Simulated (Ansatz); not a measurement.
VOCl (Pmmn, No. 59), treated with PBEsol (Ansatz, a first-principles code, PAW).

Settings: plane-wave cutoff 500 eV, 12×10×6 k mesh (along the axes of the cell as run), Fermi–Dirac smearing 0.05 eV, spin-polarised start, scalar-relativistic PAW data made under PBE.

Computed at the level's own relaxed cell.

**Question.** Estimate the volume per atom that the calculation returns.

**Answer.** 
* **volume per atom**: 16.89 Å³/atom

Note: the magnetic order was assumed, not searched for or taken from measurement; the cell comes from a level without a dispersion term, which matters for the spacing of layers, chains or molecules; the cell has widely spaced layers and the level no dispersion term, so their spacing and the moduli can rest on weak binding.

Static lattice: no zero-point or thermal effects.

Cost on a shared machine: around 28 core-minutes (rough).
